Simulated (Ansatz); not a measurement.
## A computed series for Zr: response to strain

Take Zr in the hcp (Mg type) structure (space group P6_3/mmc, No. 194; a = 3.144 Å, c = 5.093 Å; relaxed with 0.1 eV smearing) as the base. Axes: x lies along a and z along c of the hexagonal cell.

Strains are applied to the cell and any free atomic positions relax.

All numbers come from plane-wave PAW DFT at the LDA level (Ansatz, a first-principles code, 420 eV), scalar-relativistic without spin-orbit coupling.

Notes on the quantities. energy relative to the base: free energy F.

```json
[
 {"uniaxial strain ε_xx (%)": "-3", "energy relative to the base (meV/atom)": "7.3"},
 {"uniaxial strain ε_xx (%)": "-2.5", "energy relative to the base (meV/atom)": "5.2"},
 {"uniaxial strain ε_xx (%)": "-2", "energy relative to the base (meV/atom)": "3.4"},
 {"uniaxial strain ε_xx (%)": "-1.5", "energy relative to the base (meV/atom)": "1.9"},
 {"uniaxial strain ε_xx (%)": "-1", "energy relative to the base (meV/atom)": "?"},
 {"uniaxial strain ε_xx (%)": "-0.5", "energy relative to the base (meV/atom)": "0.2"},
 {"uniaxial strain ε_xx (%)": "0", "energy relative to the base (meV/atom)": "0.0"}
]
```

Question: Fit ΔE = Aε² + Bε³ (ε in %) to the rows shown and predict the withheld row.

Answer: Least squares on the printed values gives A = 0.910 and B = 0.033 meV/atom (largest residual 0.0 meV/atom); this predicts 0.9 meV/atom, and the run gives 0.9 meV/atom, in agreement.

Whether these cells are dynamically stable was not tested. All final runs are without spin polarisation.
